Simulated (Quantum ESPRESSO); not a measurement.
Quantum ESPRESSO is run on WSe2 (P6_3/mmc, 6 atoms in the cell), and the run fails. The aim is a self-consistent single point with DFT, LDA (PZ), plane waves, GBRV 1.5 ultrasoft (LDA) pseudopotentials.

Cell that was meant: a = 3.3817 Å, b = 3.3817 Å, c = 13.9927 Å, α = 90.00°, β = 90.00°, γ = 120.00°.

Part of the input:

```fortran
  smearing = 'gauss'
  degauss = 0.00147
/
ATOMIC_SPECIES
W    183.8400  w_lda_v1.2.uspp.F.UPF
Se    78.9710  se_lda_v1.uspp.F.UPF
ATOMIC_POSITIONS {crystal}
```

Output, abridged:

```
     This program is part of the open-source Quantum ESPRESSO suite
     for quantum simulation of materials; please cite

 %%%%%%%%%%%%%%%%%%%%%%%%%%%%%%%%%%%%%%%%%%%%%%%%%%%%%%%%%%%%%%%%%%%%%%%%%%%%%%
     Error in routine  read_namelists (1):
      bad line in namelist &electrons: "9 9 2  0 0 0" (error could be in the previous line)
 %%%%%%%%%%%%%%%%%%%%%%%%%%%%%%%%%%%%%%%%%%%%%%%%%%%%%%%%%%%%%%%%%%%%%%%%%%%%%%

     stopping ...
```

**Question.** From the messages shown, name the fault and mend the input.

**Answer.** The fault is a required namelist left out. The program reads the namelists in a fixed order, even empty ones. To fix it, add the namelist. The program stopped before any SCF iteration.

The sound input it was made from differs as follows (other fixes are possible):
```diff
+&ELECTRONS
+  conv_thr = 1.0e-11
+/
```

With that input, the run converged in 13 iterations: free energy E − TS -6686.3829 eV; top of the valence band (on the code's own zero) 8.66 eV; gap on the k-point mesh 1.23 eV; pressure -11.68 GPa; largest force (vector length) 1.113 eV/Å (DFT, LDA (PZ), plane waves, GBRV 1.5 ultrasoft (LDA) pseudopotentials).

On the sound input: the starting cell comes from a database of computed structures (which also holds hypothetical and non-ambient phases and stackings), without a prior relaxation at this level. Its lattice was rescaled by a random factor within 2.5 % of one. Spin-orbit coupling is off. With a pressure of about -12 GPa the cell is away from its equilibrium volume at this level. Forces in this geometry exceed 1 eV/Å.
